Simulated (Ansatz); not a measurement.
Terminations of the (0001) surface of hcp Os, measured from the surface 'clean 1x1'. Atoms come from or go to: Ag: fcc Ag, Cr: bcc Cr, antiferromagnetic, Ga: alpha gallium, Ge: germanium, Mo: bcc Mo, Os: hcp Os, Re: hcp Re, Sc: hcp Sc, Si: silicon, Ti: hcp Ti, V: bcc V. ΔE is the energy of forming the row's surface from that one (negative: more stable at these reservoirs); the vacuum level's shift is aligned on the shared bottom. No zero-point or thermal terms. These are constructed structures in small cells; real faces may alloy, dewet or reconstruct in larger ones, and not all known structures of the face are among them. Slabs of about 11 Å with all that they carry, Fermi-Dirac smearing of 0.1 eV. Bottom of the slabs: a bare face, its two planes held. Relaxed from the named starts with such symmetry as they have, on meshes of like density; energies extrapolated to zero smearing; no spin-orbit coupling, no U. Spin-polarised runs, if any, are marked in brackets, and their order is one that fits the cell; the others ran without spin. A dash marks a value that is undefined for that row (no clear gap, or no work function of a gapped slab) or was not read reliably on its mesh.

Calculation: PBE (plane waves to 420 eV, PAW; Ansatz, an electronic-structure program).

```tsv
surface	atoms added per 1x1	ΔE per 1x1 (eV)	shift of the vacuum level (eV)	work function (eV)
a layer of Si in place of the second plane	-1 Os, +1 Si	___	0.02	5.26
a layer of Ge in place of the second plane	+1 Ge, -1 Os	___	0.11	5.34
a layer of Re in place of the second plane	-1 Os, +1 Re	-0.36	-0.39	4.87
a pseudomorphic layer of Ti in the host's stacking	+1 Ti	-0.36	-0.87	4.43
a pseudomorphic layer of Ga in the host's stacking	+1 Ga	___	-0.83	4.47
a pseudomorphic layer of Ag in the host's stacking	+1 Ag	-0.26	-0.59	4.72
a pseudomorphic layer of Ge in the host's stacking	+1 Ge	-0.66	-0.86	4.45
a pseudomorphic layer of Cr in the host's stacking [spin start, no net moment]	+1 Cr	0.42	-0.68	4.59
a layer of Mo in place of the second plane	+1 Mo, -1 Os	-0.07	-0.38	4.88
a layer of V in place of the second plane [spin start, no net moment]	-1 Os, +1 V	___	-0.48	4.77
a pseudomorphic layer of Re in the host's stacking	+1 Re	-0.09	-0.08	5.20
a layer of Sc in place of the second plane	-1 Os, +1 Sc	0.28	-0.15	5.12
```

Q: What belongs in the gaps?

A: 
- a layer of Si in place of the second plane, ΔE per 1x1 (eV): -0.28
- a layer of Ge in place of the second plane, ΔE per 1x1 (eV): 0.92
- a pseudomorphic layer of Ga in the host's stacking, ΔE per 1x1 (eV): -0.69
- a layer of V in place of the second plane [spin start, no net moment], ΔE per 1x1 (eV): -0.34
